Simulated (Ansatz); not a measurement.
GaCuSe2: pressure 1.8 GPa

The reference is GaCuSe2 in the chalcopyrite structure (space group I-42d, No. 122; a = 5.6083 Å, c = 11.0975 Å).

Now apply this change: cell and atoms relaxed at a pressure of 1.8 GPa.

Calculations: r2SCAN/PAW in Ansatz (a first-principles code), no spin-orbit coupling. Γ-centred 8×8×8 mesh, Fermi–Dirac width 0.05 eV.

| quantity | base | changed | shift |
|---|---|---|---|
| volume per atom | 21.82 Å³ | 21.29 Å³ | -0.524 Å³ |
| density | 5.54 g/cm³ | 5.68 g/cm³ | +0.14 g/cm³ |
| c/a ratio | 1.979 | 1.979 | 0.000 |
| shortest interatomic distance | 2.408 Å | 2.387 Å | -0.021 Å |
| band gap | 0.57 eV | 0.68 eV | +0.11 eV |
| gap character | direct at Γ | direct at Γ | – |
| mean gap deformation potential ΔEg/Δln V | – | -4.6 eV | – |
| electron mass | 0.071 mₑ along c, 0.079 mₑ across (at Γ) | 0.080 mₑ along c, 0.087 mₑ across (at Γ) | – |
| hole mass | 0.083 mₑ along c, 0.68 mₑ across (at Γ) | 0.094 mₑ along c, 0.64 mₑ across (at Γ) | – |
| valence-band top at Γ (three highest levels, from the VBM) | 0.00, -0.11, -0.11 eV | 0.00, -0.11, -0.11 eV | – |

Load acts through the strain it causes; cell and atoms are relaxed under it. Effective masses come from finite differences of ±0.01 Å⁻¹. Stability against distortions was not tested. All final runs are without spin polarisation.
